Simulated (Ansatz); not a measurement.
# Pressure series in NaMgF3

Start from NaMgF3 in the cubic perovskite structure (space group Pm-3m, No. 221; a = 3.8874 Å; a cell from a computed database, its experimental status unchecked).

Cell and atoms are relaxed at each pressure.

Level of theory: DFT with r2SCAN, PAW potentials and a 500 eV plane-wave cutoff in Ansatz (a quantum-chemistry and plane-wave program), no spin-orbit coupling.

| P (GPa) | V (Å³/atom) |
|---|---|
| -2.00 | 12.068 |
| -1.00 | 11.903 |
| 3.00 | 11.343 |
| 7.00 | 10.898 |
| 15.00 | 10.215 |
| 30.00 | 9.336 |
| 50.00 | 8.559 |
| 75.00 | 7.893 |
| 100.00 | 7.406 |

A third-order Birch–Murnaghan fit to these points gives V₀ = 11.75 Å³/atom, B₀ = 79 GPa and B₀′ = 4.3. At pressure 100 GPa the volume is 63.0 % of V₀.

Between the base and pressure 7 GPa the gap moves from 7.07 eV to 7.45 eV, a mean slope of 55 meV/GPa.

Load acts through the strain it causes; cell and atoms are relaxed under it. Whether these cells are dynamically stable was not tested. No other phases were tried under pressure. Many cubic perovskites are stable only at high temperature; tilts and polar distortions were not tested.
